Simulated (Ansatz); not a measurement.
The starting structures come from a database of crystals and need not be the phases stable at ambient conditions.

The decay constant κ of evanescent states in the gap governs leakage through a thin film.

Data:

```
CELL_PARAMETERS angstrom
      5.52685     0.00000     0.00000
      0.00000     5.40800     0.00000
      2.76342     2.70400     4.78308
ATOMIC_POSITIONS crystal
  Si 0.25000 0.00000 0.00000
  Si 0.75000 0.00000 0.00000
  S  0.11928 0.33616 0.76144
  S  0.88072 0.66384 0.23856
  S  0.38072 0.09760 0.23856
  S  0.61928 0.90240 0.76144
```

Space group of this cell: Ibam. The cell was relaxed by PBE-D3(BJ).

Transport runs along the normal of the first two printed cell vectors.

No gap correction and no spin-orbit coupling; mid-gap values are interpolated between computed energies.

Task: Estimate the band gap and the smallest decay constant κ at mid-gap that r2SCAN in Ansatz (an electronic-structure program) returns for this system.

Result: Gap 3.04 eV on a 6×6×6 mesh; κ = 0.389 1/Å, at (0.167, 0.000) of the in-plane reciprocal vectors. At the zone centre, at the nearest computed energy, the slowest state has κ = 0.39 1/Å.
